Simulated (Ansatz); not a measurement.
A computed series for hypothetical diamond Bi: pressure series

The reference is Bi in the diamond structure (space group Fd-3m, No. 227; a = 7.289 Å; a hypothetical phase, not in the database extracts checked).

Cell and atoms are relaxed at each pressure.

All numbers come from PBE/PAW in Ansatz (an electronic-structure program), no spin-orbit coupling.

```tsv
pressure (GPa)	volume per atom (Å³/atom)
-1	50.301
0	48.416
0.3	?
0.7	47.301
1.5	46.181
3	44.368
5	42.426
7.5	40.477
10	38.905
```

Problem. Fit the third-order Birch–Murnaghan form P(V) = (3B₀/2)[(V₀/V)^(7/3) − (V₀/V)^(5/3)]·[1 + (3/4)(B₀′ − 4)((V₀/V)^(2/3) − 1)] (squares taken in P) to the rows shown and predict the withheld row.

Solution. Least squares on the printed values gives V₀ = 48.421 Å³/atom, B₀ = 28.4 GPa, B₀′ = 4.3; this predicts 47.923 Å³/atom, and the run gives 47.922 Å³/atom, in agreement.

Load acts through the strain it causes; cell and atoms are relaxed under it. Stability against distortions was not tested. No other phases were tried under pressure.
